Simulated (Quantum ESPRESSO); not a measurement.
Input and output of a self-consistent single point for RbBr (Fm-3m, 2 atoms in the cell) (Quantum ESPRESSO).

Level of theory: PBE, PseudoDojo standard norm-conserving (PBE) pseudopotentials (plane waves; Quantum ESPRESSO 7.5).

The change in words: lattice scaled by 0.98. Reference geometry:
```xyz
2
Lattice="0.0000 3.4525 3.4525 3.4525 0.0000 3.4525 3.4525 3.4525 0.0000" Properties=species:S:1:pos:R:3 pbc="T T T"
Rb     0.0000     0.0000     0.0000
Br     3.4525     3.4525     3.4525
```

Reference input (self-consistent single point, DFT, PBE, plane waves, PseudoDojo standard norm-conserving (PBE) pseudopotentials): ecutwfc = 50 Ry; occupations = fixed; potentials = {Rb: Rb.upf, Br: Br.upf}; K_POINTS = automatic 7 7 7 0 0 0; nbnd = 12; conv_thr = 1e-10 Ry; mixing_beta = 0.7. This run's input differs from it in these lines:

```diff
@@ -10,3 +10,3 @@
    ibrav = 0,
-   celldm(1) = 9.2267084414,
+   celldm(1) = 9.0421739518,
    nat = 2,
```

Output, abridged:

```
     Self-consistent Calculation

     iteration #  1     ecut=    50.00 Ry     beta= 0.70

     Threshold (ethr) on eigenvalues was too large:
     Diagonalizing with lowered threshold

     total energy              =     -85.71362584 Ry
     estimated scf accuracy    <       0.05305794 Ry

     iteration #  2     ecut=    50.00 Ry     beta= 0.70

     total energy              =     -85.72838672 Ry
     estimated scf accuracy    <       0.01117413 Ry

     iteration #  3     ecut=    50.00 Ry     beta= 0.70

     total energy              =     -85.73076852 Ry
     estimated scf accuracy    <       0.00025610 Ry

   [... 4 blocks of this kind left out ...]

     iteration #  8     ecut=    50.00 Ry     beta= 0.70

     total energy              =     -85.73082272 Ry
     estimated scf accuracy    <          2.4E-10 Ry

     iteration #  9     ecut=    50.00 Ry     beta= 0.70
     End of self-consistent calculation

     highest occupied, lowest unoccupied level (ev):     1.5356    6.0014

!    total energy              =     -85.73082272 Ry
     estimated scf accuracy    <          9.2E-13 Ry

     convergence has been achieved in   9 iterations

     Forces acting on atoms (cartesian axes, Ry/au):

     atom    1 type  1   force =     0.00000000    0.00000000   -0.00000000
     atom    2 type  2   force =    -0.00000000   -0.00000000    0.00000000

     Total force =     0.000000     Total SCF correction =     0.000000

          total   stress  (Ry/bohr**3)                   (kbar)     P=       16.79
   0.00011412   0.00000000   0.00000000           16.79        0.00        0.00
   0.00000000   0.00011412   0.00000000            0.00       16.79        0.00
   0.00000000   0.00000000   0.00011412            0.00        0.00       16.79

   JOB DONE.
```

The run converged in 9 iterations. Against the reference run the free energy goes up by 17.1 meV/atom, the pressure goes from 0.63 to 1.68 GPa and the gap on the mesh goes from 4.309 to 4.466 eV.

The starting cell comes from a database of computed structures (which also holds hypothetical and non-ambient phases and stackings), without a prior relaxation at this level. Its lattice was rescaled by a random factor within 2.5 % of one. For this run, on top of that: lattice scaled by 0.98.
